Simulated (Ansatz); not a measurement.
An Ansatz (a quantum-chemistry and plane-wave program) run: W with a change (pressure 2.1 GPa); Ansatz, PBEsol, PAW, cutoff 420 eV, spin-orbit coupling left out.

Input:

Ansatz 0.2 input:
```yaml
crystal:
  lattice:
    - [-1.5757119829, 1.5757119829, 1.5757119829]
    - [1.5757119829, -1.5757119829, 1.5757119829]
    - [1.5757119829, 1.5757119829, -1.5757119829]
  atoms:
    - { symbol: W, position: [0, 0, 0] }
basis: { ecutwfc: 420, ecutrho_ratio: 4, xc_grid: 2, fft_grid_basis: typed }
kpoints: { mp_grid: { grid: [21, 21, 21] } }
hamiltonian:
  xc: pbesol
  dispersion: none
  pseudopotentials: { kind: paw }
scf: { occupations: { method: fermi_dirac, width: 0.05 } }
relax: { f_tol: 0.01, max_steps: 60, cell: { stress_tol: 0.02, p_target: 2.1 } }
output: { forces: true, stress: true }
checkpoint: { write: state.ck, write_every: 1000 }
```

Output (explanatory and most iteration lines left out):

```
Relaxation: its limit of steps is 60 (relax.max_steps)
Pseudopotential: W, paw, valence charge 14
Crystal: 1 atoms, lattice volume = 15.649 Å³
Basis set: ecut = 420 eV, 321 PW (Γ), exchange–correlation on 40×40×40 points (8 copies of the dense FFT grid, shifted against one another)
Bands: 11, of which v1, the nominal top of the filled ones, is band 7 counted from 1 (6 counted from 0)
Symmetry: 48 space group operations
Space group: Im-3m (ITA 229), of the structure as read, at distance tolerance 2.5e-5 Å
k-points: 286 of 9261
Functional: x = pbesol(κ = 0.804, μ = 0.12345679012345678), c = pbesol(β = 0.046)
SCF iter   1: F=—  HF=-10256.565245 eV  |F-HF|=—  |Δ(HF+E_count)|=         —  Δρ=2.05e-3  dr2=1.47e-4  ethr=1.77e-3  ⟨swp⟩=5.1  Hψ=16657  notcnv=0
SCF iter   2: F=—  HF=-10256.565011 eV  |F-HF|=—  |Δ(HF+E_count)|=   2.34e-4  Δρ=1.07e-3  dr2=4.29e-5  ethr=1.05e-6  ⟨swp⟩=2.1  Hψ=7148  notcnv=0
SCF 1 converged in 6 iterations: F = -10256.565044 eV  dr2 = 9.61e-11
relax step   1: F+E_penalty+E_count = -10256.56504373 eV  Δ(F+E_penalty+E_count) = +0.000e0 eV  max|allowed force component| = 0.000e0 eV/Å  Δτ_max = 0.0000 Å  P = +0.889 GPa  Ω = 15.649 Å³  (6 SCF iters, dr2 threshold 1.00e-7 eV, accepted)
[... steps on the carried basis left out ...]
relax step   4: F+E_penalty+E_count = -10256.56452298 eV  Δ(F+E_penalty+E_count) = +2.075e-5 eV  max|allowed force component| = 0.000e0 eV/Å  Δτ_max = 0.0000 Å  P = +2.081 GPa  Ω = 15.593 Å³  stress off target by 1.89e-2 GPa  SCF on the basis re-selected at this cell (its energy is not comparable with the rows above)  (4 SCF iters)
SCF converged after 4 iterations
Free energy (F): -10256.564523 eV
Internal energy: -10256.559270 eV  (E = F + TS)
E sigma→0 (E₀):  -10256.561897 eV
Entropy (-TS):   -0.005253 eV (-5.253 meV/atom)
Fermi energy:    22.944197 eV
--- Forces (eV/Å), atoms counted from 1 ---
  atom   1  W     -0.00000000     0.00000000     0.00000000
--- Stress (GPa, compression-positive) ---
        2.081106      -0.000000      -0.000000
        0.000000       2.081106      -0.000000
        0.000000       0.000000       2.081106
  P = ⅓ Tr σ = 2.0811 GPa (20.811 kbar)
--- Relaxed structure (3 steps of the walk, 2 accepted, 1 SCFs on fresh bases) ---
  cell:  # Å, volume = 15.5927 Å³
    - [-1.573816451077437, 1.573816451077437, 1.573816451077437]
    - [1.573816451077437, -1.573816451077437, 1.573816451077437]
    - [1.573816451077437, 1.573816451077437, -1.573816451077437]
  atoms:
    - { symbol: W, position: [0.0, 0.0, 0.0] }
```

Load acts through the strain it causes; cell and atoms are relaxed under it. Whether these cells are dynamically stable was not tested. All final runs are without spin polarisation. The cell was made from W in the bcc (W type) structure (space group Im-3m, No. 229) by this change: pressure 2.1 GPa.
